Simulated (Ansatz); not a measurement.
Base system: Ru in the hcp (Mg type) structure (space group P6_3/mmc, No. 194; a = 2.7218 Å, c = 4.2939 Å; relaxed with 0.1 eV smearing). Axes: x lies along a and z along c of the hexagonal cell.

Method: PBE/PAW in Ansatz (a program for electronic structure), spin-orbit coupling left out, earlier PAW set.

For the base:

- Volume per atom = 13.77 Å³
- Band gap = zero

It is then changed as follows: compressive biaxial strain of 0.47 % in the plane normal to [001], as in epitaxy on a mismatched substrate; the out-of-plane cell vector and the atoms relax.

Problem. What happens to the in-plane stress?

Solution. The mean in-plane stress (compression positive) comes out as +3.2 GPa.

Problem. Estimate the effect on the volume per atom.

Solution. The volume per atom falls by 0.09 Å³ (13.77 Å³ → 13.68 Å³).

Problem. How does this affect the band gap?

Solution. The band gap is still zero.

Whether these cells are dynamically stable was not tested. The final runs are not spin-polarised.
